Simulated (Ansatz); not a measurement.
Take SrTiO₃ in the cubic perovskite structure (space group Pm-3m, No. 221; a = 3.8911 Å) as the base. Axes: x, y, z lie along the cube axes.

The values are results of PBEsol, PAW, 420 eV (Ansatz, an electronic-structure program; spin-orbit coupling left out), not measurements.

It is then changed as follows: biaxial strain −2.40 %, plane normal [001], relaxed out of plane (Cartesian); in-plane vectors clamped, the third vector and the atoms free.

Problem. What does the calculation give for the out-of-plane strain after the change?

Solution. The out-of-plane strain comes out as +1.53 %.

Problem. Estimate the effect on the energy relative to the base.

Solution. The energy grows by 18 meV/atom.

No phonon test of stability was made. The final runs are not spin-polarised. Many cubic perovskites are stable only at high temperature; tilts and polar distortions were not tested.
